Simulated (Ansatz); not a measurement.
AlN (P6_3mc), HSE06, rigid bands run with Ansatz (a quantum-chemistry and plane-wave program). Band gap 5.54 eV, N_c = 4.17e18 cm⁻³ and N_v = 5.31e19 cm⁻³ at 300 K, conductivity masses along x (a = (3.11, 0.00, 0.00) Å; b = (-1.56, 2.70, 0.00) Å; c = (0.00, 0.00, 4.98) Å) of 0.313 mₑ (electrons) and 3.43 mₑ (holes). Take k_BT = 0.02585 eV.

Question: A film of it is 3 nm thick, with its normal along the direction named. Estimate the confinement energies in an infinite well.

Answer: ħ²π²/(2m t²) = 0.376 eV·nm²/(m/mₑ × t²) gives 133 meV for electrons and 12.2 meV for holes, so the gap would widen to about 5.69 eV. Finite barriers and nonparabolic bands lower this, and with several valleys or bands the heaviest mass along the normal sets the lowest level, not this average.

Question: Find the intrinsic carrier density and the intrinsic Fermi level.

Answer: n_i = √(N_c N_v) exp(−E_g/2k_BT) = 1.49e19 × exp(−107.15) = 4.4e-28 cm⁻³. The level lies (k_BT/2) ln(N_v/N_c) = 33 meV from mid-gap (positive towards the conduction band). Each 0.1 eV added to the gap lowers n_i by a factor of 6.9.

Question: What thermal injection velocity √(2k_BT/πm) limits a ballistic channel along the direction named?

Answer: 9.62e6 cm/s for electrons and 2.91e6 cm/s for holes, a ratio of √(m_h/m_e) = 3.31, for dilute carriers.

Rigid bands with the computed gap; masses take one relaxation time for all states. Spin-orbit coupling is left out; where it splits the top of the valence band, N_v and the p-type Seebeck coefficient come out somewhat high without it. Geometry: cell and atoms relaxed with PBEsol.
